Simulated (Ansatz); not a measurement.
## Au in the fcc (Cu type) structure (space group Fm-3m, No. 225)

```xyz
1
Lattice="0.0000 2.0417 2.0417 2.0417 0.0000 2.0417 2.0417 2.0417 0.0000" Properties=species:S:1:pos:R:3 pbc="T T T"
Au     0.0000     0.0000     0.0000
```

Level of theory: Ansatz (an electronic-structure program) PBEsol, spin-orbit coupling left out. k-mesh 20×20×20 (Γ-centred); smearing 0.05 eV (Fermi–Dirac).

```yaml
volume_per_atom: 17.02 Å³
density: 19.21 g/cm³
band_gap: zero
total_energy: -13007.100 eV/atom (σ→0; compares only within this code and set-up)
```

No phonon test of stability was made.
